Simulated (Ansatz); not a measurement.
Start from Hf in the hcp (Mg type) structure (space group P6_3/mmc, No. 194; a = 3.159 Å, c = 5.000 Å).

Method: Ansatz (a quantum-chemistry and plane-wave program), PBEsol, PAW, cutoff 420 eV, without spin-orbit coupling.

Before the change:

The volume per atom is 21.61 Å³.

Perturbation: a hydrostatic pressure of 45 GPa.

Question: How does this affect the volume per atom?

Answer: The volume per atom shrinks by 4.925 Å³, from 21.61 Å³ to 16.68 Å³.

Load acts through the strain it causes; cell and atoms are relaxed under it. No phonon test of stability was made. Competing high-pressure phases were not computed. All final runs are without spin polarisation.
